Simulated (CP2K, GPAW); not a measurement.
A GPAW input for a self-consistent single point of Sr3SbN (Pm-3m, 5 atoms in the cell) (DFT LDA (Perdew-Wang 92), plane waves, GPAW PAW datasets LDA (gpaw-data 1.0.1)):

```python
from ase import Atoms
from ase.units import GPa
from gpaw import GPAW

atoms = Atoms(['Sr', 'Sr', 'Sr', 'Sb', 'N'],
              cell=[[5.194970, 0.000000, 0.000000],
                    [0.000000, 5.194970, 0.000000],
                    [0.000000, 0.000000, 5.194970]],
              positions=[[0.000000, 2.597485, 2.597485],
                         [2.597485, 0.000000, 2.597485],
                         [2.597485, 2.597485, 0.000000],
                         [0.000000, 0.000000, 0.000000],
                         [2.597485, 2.597485, 2.597485]],
              pbc=True)

calc = GPAW(mode={'name': 'pw', 'ecut': 900},
            xc='LDA',
            kpts=(5, 5, 5),
            occupations={'name': 'fermi-dirac', 'width': 0.02},
            nbands=-4,
            convergence={'density': 1e-05, 'bands': -2},
            symmetry={'symmorphic': False, 'tolerance': 0.0005},
            maxiter=100)

atoms.calc = calc

energy = atoms.get_potential_energy()
print('Energy (eV):', round(energy, 6))
forces = atoms.get_forces()
print('Forces (eV/Ang):')
print(forces.round(5))
stress = atoms.get_stress()
print('Stress (GPa, Voigt):', (stress / GPa).round(4))
```

Task: Give the CP2K input for the same structure, mesh, smearing and functional.

Result: This is the input that was run; spellings and numerical settings could be chosen otherwise.

```
&GLOBAL
  PROJECT calc
  RUN_TYPE ENERGY_FORCE
  PRINT_LEVEL MEDIUM
&END GLOBAL
&FORCE_EVAL
  METHOD Quickstep
  STRESS_TENSOR ANALYTICAL
  &DFT
    BASIS_SET_FILE_NAME BASIS_MOLOPT
    POTENTIAL_FILE_NAME GTH_POTENTIALS
    &QS
      METHOD GPW
      EPS_DEFAULT 1E-10
    &END QS
    &MGRID
      CUTOFF 500
      REL_CUTOFF 60
      NGRIDS 5
    &END MGRID
    &SCF
      SCF_GUESS ATOMIC
      EPS_SCF 1E-6
      MAX_SCF 100
      ADDED_MOS 8
      &DIAGONALIZATION
        ALGORITHM STANDARD
      &END DIAGONALIZATION
      &MIXING
        METHOD BROYDEN_MIXING
        ALPHA 0.2
        NBUFFER 8
        BETA 1
      &END MIXING
      &SMEAR ON
        METHOD FERMI_DIRAC
        ELECTRONIC_TEMPERATURE [K] 232.09
      &END SMEAR
    &END SCF
    &KPOINTS
      SCHEME MONKHORST-PACK 5 5 5
    &END KPOINTS
    &XC
      &XC_FUNCTIONAL PADE
      &END XC_FUNCTIONAL
    &END XC
    &PRINT
      &MO
        EIGENVALUES T
        OCCUPATION_NUMBERS T
        NDIGITS 8
        FILENAME mo
        &EACH
          QS_SCF 0
        &END EACH
        ADD_LAST NUMERIC
      &END MO
      &MULLIKEN ON
      &END MULLIKEN
    &END PRINT
  &END DFT
  &SUBSYS
    &CELL
      A 5.19497000 0.00000000 0.00000000
      B 0.00000000 5.19497000 0.00000000
      C 0.00000000 0.00000000 5.19497000
      PERIODIC XYZ
    &END CELL
    &COORD
      Sr       0.00000000     2.59748500     2.59748500
      Sr       2.59748500     0.00000000     2.59748500
      Sr       2.59748500     2.59748500     0.00000000
      Sb       0.00000000     0.00000000     0.00000000
      N        2.59748500     2.59748500     2.59748500
    &END COORD
    &KIND Sr
      BASIS_SET DZVP-MOLOPT-SR-GTH-q10
      POTENTIAL GTH-PADE-q10
    &END KIND
    &KIND Sb
      BASIS_SET DZVP-MOLOPT-SR-GTH-q5
      POTENTIAL GTH-PADE-q5
    &END KIND
    &KIND N
      BASIS_SET DZVP-MOLOPT-SR-GTH-q5
      POTENTIAL GTH-PADE-q5
    &END KIND
  &END SUBSYS
  &PRINT
    &FORCES ON
    &END FORCES
    &STRESS_TENSOR ON
    &END STRESS_TENSOR
  &END PRINT
&END FORCE_EVAL
```

Basis settings and potentials, where a program has them, do not carry over. This input uses DFT LDA (Pade form), GPW, DZVP-MOLOPT-SR-GTH basis, GTH-PADE potentials (GTH_POTENTIALS). LDA parametrisations can differ slightly between programs. Both were run: gap on the mesh 0.274 eV in GPAW and 0.235 in CP2K.

On GPAW: the starting cell comes from a database of computed structures (which also holds hypothetical and non-ambient phases and stackings), without a prior relaxation at this level. Spin-orbit coupling is off.

On CP2K: the starting cell comes from a database of computed structures (which also holds hypothetical and non-ambient phases and stackings), without a prior relaxation at this level. Spin-orbit coupling is off. Values carry the incompleteness of an atom-centred basis.
